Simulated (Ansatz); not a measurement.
Levels about the gap of amorphous Ge$_{20}$S$_{40}$Sb$_{4}$ (64 atoms in a cell of 1690 Å³, 3.17 g/cm³; zone centre alone, so wide bands show as single levels with stretches between that a denser mesh fills), at the geometry that PBE-D3(BJ) relaxed, where it gives 0.0 GPa on a denser mesh. The participation number counts the atoms over which a state spreads; weights are charges in smoothed Voronoi cells. The levels come from a single point, so bond lengths are those of that geometry. Method of the levels: r2SCAN, scalar-relativistic without spin-orbit coupling (Ansatz, a first-principles code). Sampling: the zone centre alone; Fermi-Dirac width 0.05 eV; no spin polarisation.

A CHGNet melt-quench gave the starting glass, which DFT then relaxed. The hot cell started wider than the set density and was brought back towards it in steps. It is the lowest in DFT energy of 3 quenches. It is a model cell: composition and starting density were chosen by hand, and all elements were melted together. The geometry includes D3(BJ) dispersion. Its density started from a set value of 3.01 and ended at 3.17 g/cm³. The simulated quench (nominally 64 K/ps over its main leg) is rapid and tends to freeze in more defects than a deposited or slowly cooled glass has. One small periodic cell is one sample of the glass; other quenches scatter about these values. Volume and shape were free in the relaxation.

```tsv
E - E(highest filled), eV	filling	participation number	largest on	weight S	weight Ge	weight Sb
-0.55	filled	21.1	S, 2 neighbours	0.84	0.10	0.06
-0.47	filled	24.3	S, 2 neighbours	0.70	0.16	0.14
-0.36	filled	16.7	S, 2 neighbours	0.78	0.21	0.01
-0.30	filled	18.4	S, 3 neighbours	0.78	0.16	0.06
-0.22	filled	19.4	S, 2 neighbours	0.74	0.24	0.02
-0.18	filled	15.6	Ge, 3 neighbours	0.75	0.22	0.03
0.00	filled	15.5	S, 2 neighbours	0.77	0.20	0.03
1.81	empty	39.8	Ge, 3 neighbours	0.54	0.32	0.13
1.87	empty	20.6	Sb, 3 neighbours	0.55	0.30	0.15
2.00	empty	36.4	Sb, 3 neighbours	0.58	0.28	0.14
2.05	empty	37.9	S, 2 neighbours	0.58	0.30	0.12
2.14	empty	29.6	S, 2 neighbours	0.65	0.31	0.04
2.20	empty	34.0	Ge, 3 neighbours	0.53	0.34	0.13
2.25	empty	41.0	Sb, 3 neighbours	0.57	0.26	0.17
```

Most localised among these is the filled level at +0.00 eV, on a S atom, which has 2 neighbours (S 2.10 Å, Ge 2.41 Å).
